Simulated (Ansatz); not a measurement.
**K2Se: energy against volume**

K2Se (antifluorite, Fm-3m, 36.721 Å³/atom and stress up to 0.01 GPa in the relaxed cell, cube axes along x, y and z) under an equal strain ε along all three axes. PBEsol in Ansatz, a plane-wave DFT program (PAW, default set), 420 eV, 8×8×8 Γ-centred mesh, Fermi-Dirac smearing 0.05 eV; ions are relaxed, or left where forces stay under 0.02 eV/Å, within the symmetry of each cell.

Here V stands for volume and E for E less E0.

```
volume (Å³/atom)  E less E0 (meV/atom)  pressure (GPa)
----------------  --------------------  --------------
33.5144                              ?               ?
34.5617                           7.85            1.22
35.0934                           4.36            0.88
35.6305                           1.93            0.57
36.1731                           0.49            0.28
36.7212                           0.00            0.01
37.2747                           0.41           -0.24
37.8338                           1.67           -0.48
38.3985                           3.74           -0.70
38.9688                           6.59           -0.90
```

Using the third-order Birch-Murnaghan form, a cubic in V^(-2/3), estimate the missing E at V = 33.5144 from the other rows, showing the fit.

With u = V^(-2/3) - 0.0906, the rows have u = 0.0036475, 0.0026931, 0.0017532, 0.0008274, -0.0000847, -0.0009830, -0.0018681, -0.0027401, -0.0035995. Least squares gives E = 0.006 + 130.0·u + 548908·u² + 1342006·u³. Residuals (row less fit): 0.002, -0.003, 0.002, 0.000, 0.001, 0.003, 0.000, -0.003, 0.003; standard error 0.003 (degrees of freedom: 5). Its minimum lies at u = -0.0001185, so V0 = (0.0904815)^(-3/2) = 36.74. There d²E/du² = 1097000 and d³E/du³ = 8052000, so B0 = (4/9) × 36.74^(-7/3) × 1097000 × 0.160218 = 17.4 GPa (the last factor turns the table's units into GPa), and B0' = 4 + (2/3) × 0.0904815 × (8052000)/1097000 = 4.4. B0' rests on the cubic coefficient alone and has a standard error of 0.1 from these residuals. At the withheld row, u = 0.0056009, so E = 0.006 + 130.0 × 0.0056009 + 548908 × 0.0056009² + 1342006 × 0.0056009³ = 18.189 meV/atom. The calculation gives 18.18 meV/atom, 0.009 meV/atom below the prediction (0.0 % of the range of E in the table). The row lies outside the fitted rows, so this is an extrapolation. The scatter of the fitted rows lies at the last printed digit.

The start is a measured cell from the literature; how it stands against other phases or cation orders wasn't checked. Other structures, which can take over under pressure, weren't tried. The same form fitted to the pressure column gives B0' = 4.4; series where the two differ by over 0.4 aren't shown. Rows are the converged runs of the series near zero and its far end, less any whose ions stayed unrelaxed beside relaxed ones; series whose fitted rows scatter by over a few per cent of the range, as at a crossing or softening among them, aren't shown in this form.
